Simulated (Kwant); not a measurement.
Model: Hückel tight-binding model, one pz orbital an atom, one spin, coherent transport at 0 K (Kwant). Conductance is in e²/h.

Model system: π system C=Cc1ccccc1 between two chain leads. The π system is taken as planar. Atoms are numbered from 0 in the order of the SMILES. Site energies (eV, carbon 0): [0.0, 0.0, 0.0, 0.0, 0.0, 0.0, 0.0, 0.0]. Bonds (i, j, β in eV): (0,1,-3) (1,2,-3) (2,3,-3) (3,4,-3) (4,5,-3) (5,6,-3) (6,7,-3) (7,2,-3). Leads: chains of hopping −4.5 eV, joined by −0.9 eV to atoms 0 and 4.

Site energies and bond integrals are typed Hückel values.

Sweep values stay those of the base run.

One input was changed, with this effect: transmission at E = 0 < 1e-12 → 0.014.

Task: Which change was it?
(A) contacts moved from atoms [0, 4] to [0, 1]
(B) contacts moved from atoms [0, 4] to [1, 4]
(C) contacts moved from atoms [0, 4] to [4, 6]
(D) contacts moved from atoms [0, 4] to [3, 6]
(E) contacts moved from atoms [0, 4] to [1, 5]
(F) contacts moved from atoms [0, 4] to [4, 5]

Result: A, contacts moved from atoms [0, 4] to [0, 1]
